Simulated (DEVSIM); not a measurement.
System: Schottky contact on n-type In0.53Ga0.47As, at 450 K.

```csv
layer (left to right),material,thickness (μm),Nd (cm⁻³),τn (s),τp (s)
1,In0.53Ga0.47As,5.60,8.2e16,8.6e-10,8.6e-10
```

Left contact: Schottky, work function 4.77 eV, emission velocity 8.4e6 cm/s. Right contact: ohmic. Voltage is applied to the left contact. Recombination: SRH at mid-gap, radiative. Mobility is constant in doping.

Constants are typed, rounded textbook-type inputs, not results; the design itself was drawn at random and stands for no fabricated device. Values at 300 K; Nc and Nv go as T^1.5, mobilities as T to minus their exponent, the gap by Varshni's rule with the affinity fixed.

```
parameter         In0.53Ga0.47As
----------------  --------------
gap (eV)                    0.74
affinity (eV)               4.51
permittivity                13.9
Nc (cm⁻³)                 2.1e17
Nv (cm⁻³)                 7.7e18
μn (cm²/Vs)                12000
μp (cm²/Vs)                  300
T exponent of μn             1.6
T exponent of μp             1.6
B (cm³/s)                9.6e-11
Varshni α (eV/K)         0.00035
Varshni β (K)                190
```

Model (solved in DEVSIM): 1D drift-diffusion, Boltzmann statistics, complete ionisation; no tunnelling, impact ionisation, image-force lowering or self-heating. Metal contacts follow the ideal Schottky-Mott rule: no Fermi-level pinning, no interface dipoles.

### Question
Tabulate band edges, carrier densities and field at zero bias.

### Answer
Energies count from the Fermi level of the right contact; mesh points crowd at the junctions.

```json
[
 {"x (μm)": "0.000", "Ec (eV)": "0.260", "Ev (eV)": "-0.434", "n (cm⁻³)": "4.7e14", "p (cm⁻³)": "2.0e14", "field (V/cm)": "-58000"},
 {"x (μm)": "0.01208", "Ec (eV)": "0.197", "Ev (eV)": "-0.497", "n (cm⁻³)": "2.4e15", "p (cm⁻³)": "3.9e13", "field (V/cm)": "-46000"},
 {"x (μm)": "0.03243", "Ec (eV)": "0.124", "Ev (eV)": "-0.570", "n (cm⁻³)": "1.6e16", "p (cm⁻³)": "5.9e12", "field (V/cm)": "-26000"},
 {"x (μm)": "0.06068", "Ec (eV)": "0.078", "Ev (eV)": "-0.616", "n (cm⁻³)": "5.2e16", "p (cm⁻³)": "1.8e12", "field (V/cm)": "-8600"},
 {"x (μm)": "0.1195", "Ec (eV)": "0.061", "Ev (eV)": "-0.633", "n (cm⁻³)": "8.0e16", "p (cm⁻³)": "1.2e12", "field (V/cm)": "-460"},
 {"x (μm)": "0.2000", "Ec (eV)": "0.060", "Ev (eV)": "-0.633", "n (cm⁻³)": "8.2e16", "p (cm⁻³)": "1.1e12", "field (V/cm)": "≈ 0"},
 {"x (μm)": "0.3118", "Ec (eV)": "0.060", "Ev (eV)": "-0.633", "n (cm⁻³)": "8.2e16", "p (cm⁻³)": "1.1e12", "field (V/cm)": "≈ 0"},
 {"x (μm)": "0.5679", "Ec (eV)": "0.060", "Ev (eV)": "-0.633", "n (cm⁻³)": "8.2e16", "p (cm⁻³)": "1.1e12", "field (V/cm)": "≈ 0"},
 {"x (μm)": "0.8633", "Ec (eV)": "0.060", "Ev (eV)": "-0.633", "n (cm⁻³)": "8.2e16", "p (cm⁻³)": "1.1e12", "field (V/cm)": "≈ 0"},
 {"x (μm)": "1.306", "Ec (eV)": "0.060", "Ev (eV)": "-0.633", "n (cm⁻³)": "8.2e16", "p (cm⁻³)": "1.1e12", "field (V/cm)": "≈ 0"},
 {"x (μm)": "1.969", "Ec (eV)": "0.060", "Ev (eV)": "-0.633", "n (cm⁻³)": "8.2e16", "p (cm⁻³)": "1.1e12", "field (V/cm)": "≈ 0"},
 {"x (μm)": "3.317", "Ec (eV)": "0.060", "Ev (eV)": "-0.633", "n (cm⁻³)": "8.2e16", "p (cm⁻³)": "1.1e12", "field (V/cm)": "≈ 0"},
 {"x (μm)": "4.085", "Ec (eV)": "0.060", "Ev (eV)": "-0.633", "n (cm⁻³)": "8.2e16", "p (cm⁻³)": "1.1e12", "field (V/cm)": "≈ 0"},
 {"x (μm)": "4.638", "Ec (eV)": "0.060", "Ev (eV)": "-0.633", "n (cm⁻³)": "8.2e16", "p (cm⁻³)": "1.1e12", "field (V/cm)": "≈ 0"},
 {"x (μm)": "5.041", "Ec (eV)": "0.060", "Ev (eV)": "-0.633", "n (cm⁻³)": "8.2e16", "p (cm⁻³)": "1.1e12", "field (V/cm)": "≈ 0"},
 {"x (μm)": "5.251", "Ec (eV)": "0.060", "Ev (eV)": "-0.633", "n (cm⁻³)": "8.2e16", "p (cm⁻³)": "1.1e12", "field (V/cm)": "≈ 0"},
 {"x (μm)": "5.375", "Ec (eV)": "0.060", "Ev (eV)": "-0.633", "n (cm⁻³)": "8.2e16", "p (cm⁻³)": "1.1e12", "field (V/cm)": "≈ 0"},
 {"x (μm)": "5.458", "Ec (eV)": "0.060", "Ev (eV)": "-0.633", "n (cm⁻³)": "8.2e16", "p (cm⁻³)": "1.1e12", "field (V/cm)": "≈ 0"},
 {"x (μm)": "5.530", "Ec (eV)": "0.060", "Ev (eV)": "-0.633", "n (cm⁻³)": "8.2e16", "p (cm⁻³)": "1.1e12", "field (V/cm)": "≈ 0"},
 {"x (μm)": "5.561", "Ec (eV)": "0.060", "Ev (eV)": "-0.633", "n (cm⁻³)": "8.2e16", "p (cm⁻³)": "1.1e12", "field (V/cm)": "≈ 0"},
 {"x (μm)": "5.582", "Ec (eV)": "0.060", "Ev (eV)": "-0.633", "n (cm⁻³)": "8.2e16", "p (cm⁻³)": "1.1e12", "field (V/cm)": "≈ 0"},
 {"x (μm)": "5.600", "Ec (eV)": "0.060", "Ev (eV)": "-0.633", "n (cm⁻³)": "8.2e16", "p (cm⁻³)": "1.1e12", "field (V/cm)": "≈ 0"}
]
```
